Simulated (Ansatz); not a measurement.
Consider Ti$_{3}$Al (space group P6_3/mmc, No. 194; a = 5.756 Å, c = 4.655 Å).

Computed with PBE, PAW, 420 eV (Ansatz, a quantum-chemistry and plane-wave program; spin-orbit coupling left out).

Base values:

```
Quantity            Value
---------------  --------
Volume per atom  16.69 Å³
```

One thing is altered: a hydrostatic pressure of 100 GPa.

### Question
What does the calculation give for the volume per atom after the change?

### Answer
The volume per atom shrinks by 5.706 Å³ to 10.99 Å³.

Load acts through the strain it causes; cell and atoms are relaxed under it. No phonon test of stability was made. No other phases were tried under pressure. All final runs are without spin polarisation.
